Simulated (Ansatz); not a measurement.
The parent structure is InSb in the zinc blende structure (space group F-43m, No. 216; a = 6.4497 Å).

Method: Kohn–Sham DFT with the LDA functional, run in Ansatz (a program for electronic structure) with PAW and 420 eV plane waves, no spin-orbit coupling.

Before the change:

```
Quantity   Result
--------  -------
Pressure  0.0 GPa
Band gap     zero
```

The change: an isotropic linear strain of −1.50 %, atoms relaxed at fixed cell.

Q: Estimate the effect on the energy relative to the base, pressure and band gap.

A: The energy rises by 10 meV/atom; the pressure goes from zero to 2.4 GPa; the band gap remains zero.

Spin-orbit coupling, missing from the scalar runs, can matter with Sb. No phonon test of stability was made. The final runs are not spin-polarised. The zero or small gap of InSb can change with the level of theory.
